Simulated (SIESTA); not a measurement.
A self-consistent single point of Cd₃Pt (I4/mmm, 4 atoms in the cell) with SIESTA

Method of the run: LDA PW92, numerical atomic orbitals DZP, PseudoDojo LDA standard norm-conserving potentials (rewritten from UPF to PSML) (SIESTA 5.4.2).

Input:

```
# files in the folder: Cd.psml Pt.psml (PseudoDojo LDA standard)
SystemName  Cd3Pt
SystemLabel cd3pt

NumberOfAtoms                4
NumberOfSpecies              2
%block ChemicalSpeciesLabel
  1 48 Cd
  2 78 Pt
%endblock ChemicalSpeciesLabel
LatticeConstant              5.245738 Ang
%block LatticeVectors
    -0.397728594    0.397728594    0.826815598
     0.397728594   -0.397728594    0.826815598
     0.397728594    0.397728594   -0.826815598
%endblock LatticeVectors
AtomicCoordinatesFormat      Fractional
%block AtomicCoordinatesAndAtomicSpecies
     0.750000000    0.250000000    0.500000000  1
     0.250000000    0.750000000    0.500000000  1
     0.500000000    0.500000000    0.000000000  1
     0.000000000    0.000000000    0.000000000  2
%endblock AtomicCoordinatesAndAtomicSpecies

XC.functional                LDA
XC.authors                   PW92
PAO.BasisSize                DZP
PAO.EnergyShift              0.01 Ry
MeshCutoff                   350 Ry
%block kgrid.MonkhorstPack
    5   0   0  0.0
    0   5   0  0.0
    0   0   5  0.0
%endblock kgrid.MonkhorstPack
OccupationFunction           FD
ElectronicTemperature        100.0 meV

MaxSCFIterations             150
SCF.Mixer.Method             Broyden
SCF.Mixer.Weight             0.2
SCF.Mixer.History            8
SCF.DM.Tolerance             1.0E-04
Diag.ParallelOverK           true
WriteForces                  true
Charge.Mulliken              end
```

The program printed (abridged):

```
reinit: Reading from file input.fdf

reinit: System Name: Cd3Pt
reinit: System Label: cd3pt

coor:   Atomic-coordinates input format  =     Fractional

siesta: Atomic coordinates (Bohr) and species
siesta:     -0.00000   3.94269   4.09811  1        1
siesta:      3.94269  -0.00000   4.09811  1        2
siesta:      0.00000   0.00000   8.19623  1        3
siesta:      0.00000   0.00000   0.00000  2        4

siesta: System type = bulk

initatomlists: Number of atoms, orbitals, and projectors:      4    76    86

siesta: ******************** Simulation parameters ****************************
redata: Spin configuration                          = none
redata: Time-Reversal Symmetry                      = T
redata: Number of Atomic Species                    =        2
redata: Mesh Cutoff                                 =   350.0000 Ry
redata: Net charge of the system                    =     0.0000 |e|
redata: Min. number of SCF Iter                     =        0
redata: Max. number of SCF Iter                     =      150
redata: SCF convergence failure will abort job
redata: SCF mix quantity                            = Hamiltonian
redata: Mix DM or H after convergence               =   F
redata: Recompute H after scf cycle                 =   F
redata: Mix DM in first SCF step                    =   T
redata: No kicks to SCF
redata: DM Mixing Weight for Kicks                  =     0.5000
redata: Require Harris convergence for SCF          =   F
redata: Harris energy tolerance for SCF             =     0.000100 eV
redata: Require DM convergence for SCF              =   T
redata: DM tolerance for SCF                        =     0.000100
redata: Require EDM convergence for SCF             =   F
redata: EDM tolerance for SCF                       =     0.001000 eV
redata: Require H convergence for SCF               =   T
redata: Hamiltonian tolerance for SCF               =     0.001000 eV
   [... lines left out ...]
diag: Parallel distribution                         =     1 x     1
diag: Used triangular part                          = Lower
diag: Absolute tolerance                            =  0.100E-15
diag: Orthogonalization factor                      =  0.100E-05
diag: Memory factor                                 =  1.0000

superc: Internal auxiliary supercell:     5 x     5 x     5  =     125
superc: Number of atoms, orbitals, and projectors:    500   9500  10750

                        Single-point calculation

superc: Internal auxiliary supercell:     5 x     5 x     5  =     125
superc: Number of atoms, orbitals, and projectors:    500   9500  10750

outcell: Unit cell vectors (Ang):
       -2.086380    2.086380    4.337258
        2.086380   -2.086380    4.337258
        2.086380    2.086380   -4.337258

outcell: Cell vector modules (Ang)   :    5.245738    5.245738    5.245738
outcell: Cell angles (23,13,12) (deg):    133.1275    133.1275     68.4540
outcell: Cell volume (Ang**3)        :     75.5200
new_DM -- step:     1
Initializing Density Matrix...

Attempting to read DM from file... Failed...
DM filled with atomic data:

InitMesh: MESH = 50 x 50 x 40 = 100000
InitMesh: Mesh cutoff (required, used) =   350.000   361.662 Ry

stepf: Fermi-Dirac step function
        iscf     Eharris(eV)        E_KS(eV)     FreeEng(eV)     dDmax    Ef(eV) dHmax(eV)
   scf:    1   -17828.850448   -17851.174301   -17851.197571  1.284072 -1.181138 13.013369
   scf:    2   -17863.756421   -17858.718741   -17858.744959  0.344975 -1.818889  6.090827
   scf:    3   -17862.384821   -17860.872260   -17860.900400  0.285913 -2.062259  1.779024
   scf:    4   -17861.175347   -17861.075749   -17861.105041  0.129899 -2.182573  0.147100
   scf:    5   -17861.079149   -17861.078535   -17861.108404  0.052081 -2.209607  0.151836
   scf:    6   -17861.076338   -17861.078946   -17861.109016  0.012996 -2.215663  0.142956
   scf:    7   -17861.080498   -17861.079980   -17861.110052  0.005853 -2.219473  0.015016
   scf:    8   -17861.079960   -17861.079984   -17861.110055  0.001050 -2.220573  0.012271
   scf:    9   -17861.079997   -17861.079991   -17861.110064  0.000491 -2.221546  0.006911
   scf:   10   -17861.079996   -17861.079994   -17861.110067  0.000294 -2.221998  0.003892
   scf:   11   -17861.079996   -17861.079995   -17861.110068  0.000219 -2.222122  0.000505
   scf:   12   -17861.079997   -17861.079996   -17861.110068  0.000032 -2.222188  0.000354
SCF Convergence by DM+H criterion
max |DM_out - DM_in|         :     0.0000318713
max |H_out - H_in|      (eV) :     0.0003536387
SCF cycle converged after 12 iterations

Using DM_out to compute the final energy and forces

siesta: E_KS(eV) =           -17861.0800

siesta: E_KS - E_eggbox =    -17861.0800

siesta: Atomic forces (eV/Ang):
     1    0.000331   -0.000331    0.000000
     2   -0.000331    0.000331    0.000000
     3   -0.000000   -0.000000    0.000000
     4   -0.000000   -0.000000   -0.000000
   Tot   -0.000000    0.000000    0.000000
   Max    0.000331
   Res    0.000191    sqrt( Sum f_i^2 / 3N )
   Max    0.000331    constrained

Stress tensor Voigt[x,y,z,yz,xz,xy] (kbar):      142.91      142.91      131.79        0.20        0.20        0.88
(Free)E + p*V (eV/cell)   -17867.6716
Target enthalpy (eV/cell)   -17861.1101

siesta: Program's energy decomposition (eV):
siesta: Ebs     =     -2762.202375
siesta: Eions   =     25346.824909
siesta: Ena     =      3393.388293
siesta: Ekin    =      6018.513324
siesta: Enl     =       515.465472
siesta: Eso     =         0.000000
siesta: Edftu   =         0.000000
siesta: DEna    =       162.028920
siesta: DUscf   =         3.980432
siesta: DUext   =         0.000000
siesta: Ex      =     -2405.722463
siesta: Ec      =      -201.909064
siesta: Exc     =     -2607.631528
siesta: Eharris =    -17861.079997
siesta: Etot    =    -17861.079996
siesta: FreeEng =    -17861.110068

siesta: Stress tensor (static) (eV/Ang**3):
siesta:     0.089199    0.000547    0.000127
siesta:     0.000547    0.089199    0.000127
siesta:     0.000127    0.000127    0.082257

siesta: Cell volume =         75.520015 Ang**3

siesta: Pressure (static):
siesta:                Solid            Molecule  Units
siesta:          -0.00094630         -0.00094623  Ry/Bohr**3
siesta:          -0.08688511         -0.08687903  eV/Ang**3
siesta:        -139.20529765       -139.19554448  kBar

mulliken: Atomic and Orbital Populations:

Species: Cd
Atom  Qatom  Qorb
               4s      5s      5s      4py     4pz     4px     5py     5pz
               5px     4dxy    4dyz    4dz2    4dxz    4dx2-y2 4dxy    4dyz
               4dz2    4dxz    4dx2-y2
   1 19.968   2.008   1.268  -0.210   2.011   2.010   2.011   0.355   0.397
              0.355   1.901   1.880   1.884   1.880   1.886   0.049   0.069

              0.075   0.069   0.070
   2 19.968   2.008   1.268  -0.210   2.011   2.010   2.011   0.355   0.397
              0.355   1.901   1.880   1.884   1.880   1.886   0.049   0.069

              0.075   0.069   0.070
   3 19.896   2.008   1.286  -0.225   2.011   2.011   2.011   0.369   0.290
              0.369   1.836   1.915   1.869   1.915   1.900   0.100   0.043

              0.080   0.043   0.066

Species: Pt
Atom  Qatom  Qorb
               5s      6s      6s      5py     5pz     5px     6py     6pz
               6px     5dxy    5dyz    5dz2    5dxz    5dx2-y2 5dxy    5dyz
               5dz2    5dxz    5dx2-y2
   4 18.169   2.011   1.241  -0.305   2.010   2.011   2.010   0.176   0.226
              0.176   1.569   1.605   1.690   1.605   1.733   0.094   0.078

              0.087   0.078   0.072

mulliken: Qtot =       78.000

Mulliken Atomic Populations:
Atom #   charge [q] valence [e]  Species
     1     0.032386   19.967614  Cd
     2     0.032386   19.967614  Cd
     3     0.103968   19.896032  Cd
     4    -0.168740   18.168740  Pt
 Total     0.000000
```

The run converged in 12 iterations.

The starting cell comes from a database of computed structures (which also holds hypothetical and non-ambient phases and stackings), without a prior relaxation at this level. Its lattice was rescaled by up to half a per cent. Spin polarisation is off. Values carry the incompleteness of an atom-centred basis. With a pressure of about -14 GPa the cell is away from its equilibrium volume at this level.
